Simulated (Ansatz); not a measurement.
## Carrier properties of Ge under load (space group Fd-3m)

Here is the system:

```
Ge
1.0
    0.00000     2.80137     2.80137
    2.80137     0.00000     2.80137
    2.80137     2.80137     0.00000
Ge
2
Direct
  0.00000   0.00000   0.00000
  0.25000   0.25000   0.25000
```

All values below come from r2SCAN with spin-orbit coupling, rigid bands (plane waves, PAW; Ansatz, a first-principles code). Condition of this run: hydrostatic pressure of 2.8 GPa (compression positive) (the target of the relaxation). Cell: cell and atoms relaxed with PBEsol, then loaded as said.

```
Item                                                                                                                                                           Result
---------------------------------------------------------------------------------------------------------------------------------------  ----------------------------
band gap                                                                                                                                                      0.47 eV
electron conductivity mass (300 K, dilute)                                                                                                                   0.128 mₑ
hole conductivity mass (300 K, dilute)                                                                                                                        0.25 mₑ
effective density of states N_c (300 K)                                                                                                                   1.1e19 cm⁻³
effective density of states N_v (300 K)                                                                                                                   6.0e18 cm⁻³
density-of-states mass, electrons                                                                                                                             0.59 mₑ
density-of-states mass, holes                                                                                                                                 0.39 mₑ
Seebeck coefficient, n-type 1e19 cm⁻³, 300 K                                                                                                                -231 μV/K
best n-type power factor at 300 K for τ = 10 fs (best axis; densities from 1e16 to 1e21 cm⁻³ tried, whether or not they can be reached)  19.7 μW/(cm·K²) at 3e20 cm⁻³
Seebeck coefficient, p-type 1e19 cm⁻³, 300 K                                                                                                                 194 μV/K
best p-type power factor at 300 K for τ = 10 fs (best axis; densities from 1e16 to 1e21 cm⁻³ tried, whether or not they can be reached)   7.2 μW/(cm·K²) at 3e20 cm⁻³
```

Rigid bands; masses and Seebeck coefficients take one relaxation time τ for all states and one kind of carrier; polarons and phonon drag are left out. Geometry: cell and atoms relaxed with PBEsol.
